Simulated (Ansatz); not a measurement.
Given:

```
CELL_PARAMETERS angstrom
      3.15296     0.00000     0.00000
     -1.57648     2.73054     0.00000
      0.00000     0.00000    12.11321
ATOMIC_POSITIONS crystal
  W  0.66667 0.33333 0.75000
  W  0.33333 0.66667 0.25000
  Se 0.66667 0.33333 0.39036
  Se 0.33333 0.66667 0.89036
  Se 0.33333 0.66667 0.60964
  Se 0.66667 0.33333 0.10964
```

No spin polarisation.

Level of theory: PBEsol-D3(BJ)/PAW in Ansatz (a first-principles code), no SOC. k-mesh 12×12×3 (Γ-centred); smearing 0.05 eV (Fermi–Dirac).

Task: Predict the band gap, smallest direct gap, valence-band top at Γ and hole mass.

Result: The band gap comes out as 0.47 eV and the smallest direct gap is 1.23 eV. The valence-band top at Γ (three highest levels, from the VBM) comes out as 0.00, -0.61, -1.29 eV and the hole mass is 1.8 mₑ along c, 0.56 mₑ across (at Γ).

Spin-orbit coupling, missing from the scalar runs, can matter with W. The cells carry an imposed strain or load. Masses are band curvatures over ±0.01 Å⁻¹ around the edge. No phonon test of stability was made. The cell was made from WSe2 (space group P6_3/mmc, No. 194; layered, stacked along the Cartesian z axis) by this change: isotropic strain −2.40 %.
